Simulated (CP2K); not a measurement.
A self-consistent single point of CsYbF3 (Pm-3m, 5 atoms in the cell) with CP2K.

Computed with CP2K 2026.2 with LDA (Pade form), GPW, DZVP-MOLOPT-SR-GTH basis, GTH-PADE potentials (GTH_POTENTIALS).

```
CsYbF3
1.0
    4.50879     0.00000     0.00000
    0.00000     4.50879     0.00000
    0.00000     0.00000     4.50879
Cs Yb F
1 1 3
Direct
  0.00000   0.00000   0.00000
  0.50000   0.50000   0.50000
  0.00000   0.50000   0.50000
  0.50000   0.00000   0.50000
  0.50000   0.50000   0.00000
```

Reference input (self-consistent single point, DFT PBEsol, GPW, DZVP-MOLOPT-SR-GTH basis, GTH-PBE potentials (GTH_POTENTIALS)): CUTOFF = 800 Ry; REL_CUTOFF = 60 Ry; SMEAR/METHOD = FERMI_DIRAC; ELECTRONIC_TEMPERATURE = 580.23 K; KPOINTS/SCHEME = MONKHORST-PACK 6 6 6; GAMMA_CENTERED = T; XC_FUNCTIONAL = PBE:PBESOL; Cs/BASIS_SET = DZVP-MOLOPT-SR-GTH; Cs/POTENTIAL = GTH-PBE-q9; Yb/BASIS_SET = DZVP-MOLOPT-SR-GTH; Yb/POTENTIAL = GTH-PBE-q24; F/BASIS_SET = DZVP-MOLOPT-SR-GTH. This run's input differs from it in these lines:

```diff
@@ -45,6 +45,3 @@
     &XC
-      &XC_FUNCTIONAL
-        &PBE
-          PARAMETRIZATION PBESOL
-        &END PBE
+      &XC_FUNCTIONAL PADE
       &END XC_FUNCTIONAL
@@ -83,3 +80,3 @@
       BASIS_SET DZVP-MOLOPT-SR-GTH
-      POTENTIAL GTH-PBE-q9
+      POTENTIAL GTH-PADE-q9
     &END KIND
@@ -87,3 +84,3 @@
       BASIS_SET DZVP-MOLOPT-SR-GTH
-      POTENTIAL GTH-PBE-q24
+      POTENTIAL GTH-PADE-q24
     &END KIND
@@ -91,3 +88,3 @@
       BASIS_SET DZVP-MOLOPT-SR-GTH
-      POTENTIAL GTH-PBE-q7
+      POTENTIAL GTH-PADE-q7
     &END KIND
```

The program printed (abridged):

```
 SCF WAVEFUNCTION OPTIMIZATION

  Step     Update method      Time    Convergence         Total energy    Change
     1 NoMix/Diag. 0.40E+00      -     1.28528428      -327.4975850539 -3.27E+02
     2 Broy./Diag. 0.40E+00      -     1.47525086      -329.9165590590 -2.42E+00
     3 Broy./Diag. 0.40E+00      -     0.19075000      -323.3520831710  6.56E+00
     4 Broy./Diag. 0.40E+00      -     0.25023870      -325.6002826894 -2.25E+00
     5 Broy./Diag. 0.40E+00      -     0.18069805      -328.4554283696 -2.86E+00
     6 Broy./Diag. 0.40E+00      -     0.04760527      -326.0087089840  2.45E+00
   [... 8 lines left out ...]
    15 Broy./Diag. 0.40E+00      -     0.00000824      -327.3306449120 -5.83E-04
    16 Broy./Diag. 0.40E+00      -     0.00000629      -327.3306465963 -1.68E-06
    17 Broy./Diag. 0.40E+00      -     0.00000151      -327.3305672459  7.94E-05
    18 Broy./Diag. 0.40E+00      -     0.00000040      -327.3305692780 -2.03E-06
  *** SCF run converged in    18 steps ***

  Overlap energy of the core charge distribution:               0.00000000000138
  Self energy of the core charge distribution:               -557.05060757681576
  Core Hamiltonian energy:                                    157.63038771824810
  Hartree energy:                                             110.25862335900467
  Exchange-correlation energy:                                -38.16825635366045
  Electronic entropic energy:                                  -0.00071642544204
  Fermi energy:                                                 0.31656281440943

  Total energy:                                              -327.33056927803545
  Total energy (extrapolated to T->0):                       -327.33021106531442

                     Mulliken Population Analysis

   [... lines left out ...]

 STRESS| Analytical stress tensor [bar]
 STRESS|                        x                   y                   z
 STRESS|      x       -1.20084157384E+04   4.91667123558E-02   4.91668187824E-02
 STRESS|      y        4.91667123558E-02  -1.20084157384E+04   4.91668525145E-02
 STRESS|      z        4.91668187824E-02   4.91668525145E-02  -1.20085520214E+04
 STRESS| 1/3 Trace                                            -1.20084611661E+04
```

The run converged in 18 iterations. Against the reference run the pressure goes from 2.47 to -1.20 GPa.

The starting cell comes from a database of computed structures (which also holds hypothetical and non-ambient phases and stackings), without a prior relaxation at this level. Spin polarisation is off, so a magnetic state, if there is one, cannot be reached. The f electrons are in the valence without U or exact exchange, which can misplace them near the Fermi level. Spin-orbit terms, which matter for f shells, are left out. Values carry the incompleteness of an atom-centred basis.

Cost on one core of a shared machine: roughly 4 min.
